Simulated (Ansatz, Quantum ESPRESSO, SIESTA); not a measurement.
## GaN (P6_3mc, 4 atoms in the cell) computed with different codes at matched settings

Relaxation of cell and atoms.

```
GaN
1.0
    3.13759     0.00000     0.00000
   -1.56879     2.71723     0.00000
    0.00000     0.00000     5.10876
Ga N
2 2
Direct
  0.66667   0.33333   0.49908
  0.33333   0.66667   0.99908
  0.66667   0.33333   0.87592
  0.33333   0.66667   0.37592
```

Shared settings, as Ansatz (a program for electronic structure) writes them: kpoints.mp_grid.grid = 6 6 4; scf.occupations.method = fermi_dirac; scf.occupations.width = 0.05 eV. Potentials and cutoffs stand in the table.

| code | model | final volume (Å³/atom) | gap on the mesh (eV) | cutoff |
|---|---|---|---|---|
| Ansatz | PBE, PAW files | 11.76 | 1.712 | default |
| Quantum ESPRESSO | PBE, GBRV 1.5 ultrasoft (PBE) pseudopotentials | 11.74 | 1.743 | 50 Ry |
| SIESTA | GGA PBE, numerical atomic orbitals DZP, PseudoDojo PBE standard norm-conserving potentials (rewritten from UPF to PSML) | 11.90 | 1.677 | grid 400 Ry |

Gaps are read on the mesh.

The spread over the programs that give each value: final volume within 0.16 Å³/atom; gap on the mesh within 0.066 eV.

SIESTA uses small atom-centred bases, whose incompleteness enters pressures, forces and empty levels differently from a plane-wave cutoff. The programs treat the finite-basis stress differently while the cell relaxes: Ansatz adds an estimate of it.

The starting cell comes from a database of computed structures (which also holds hypothetical and non-ambient phases and stackings), without a prior relaxation at this level. Its lattice was rescaled by a random factor within 2.5 % of one.

Left out of this page: GPAW (not drawn, or without a comparable value).

Keys are those of Ansatz 0.2.
